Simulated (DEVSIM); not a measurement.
Device: Pd/AlN/p-Si capacitor, at 300 K.

```tsv
layer (left to right)	material	thickness (nm)	Na (cm⁻³)
1	AlN	24.0	-
2	Si	8400	4.7e15
```

Metal gate on the left, work function 5.2 eV. Fixed charge at the semiconductor interface 2e12 cm⁻² (in units of +e); no interface traps.

The device is made up for the run: typed textbook-type constants, with dimensions and the other settings drawn at random. Values at 300 K.

```
parameter      AlN       Si
-------------  ---  -------
gap (eV)       6.1    1.124
affinity (eV)  1.9     4.05
permittivity   8.5     11.7
Nc (cm⁻³)        -  2.86e19
Nv (cm⁻³)        -   3.1e19
```

Model (solved in DEVSIM): 1D Poisson equation in equilibrium, Boltzmann statistics, complete ionisation; no quantum confinement or tunnelling. Metal contacts follow the ideal Schottky-Mott rule: no Fermi-level pinning, no interface dipoles.

The substrate doping was swept, all else fixed.

```
substrate doping (cm^-3)  minimum of the low-frequency capacitance (μF/cm²)  flat-band voltage (V)  threshold voltage (band bending 2φF) (V)
------------------------  -------------------------------------------------  ---------------------  ----------------------------------------
2.4e14                                                              0.00740                  -0.69                                     -0.15
4.7e14                                                              0.00955                  -0.71                                     -0.13
9.4e14                                                               0.0127                  -0.73                                     -0.10
2.4e15                                                               0.0195                  -0.75                                     -0.04
4.7e15                                                               0.0251                  -0.77                                      0.01
9.4e15                                                               0.0342                  -0.79                                      0.07
```

From the first row to the last the minimum of the low-frequency capacitance goes from 0.00740 to 0.0342. From the first row to the last the flat-band voltage goes from -0.69 to -0.79.
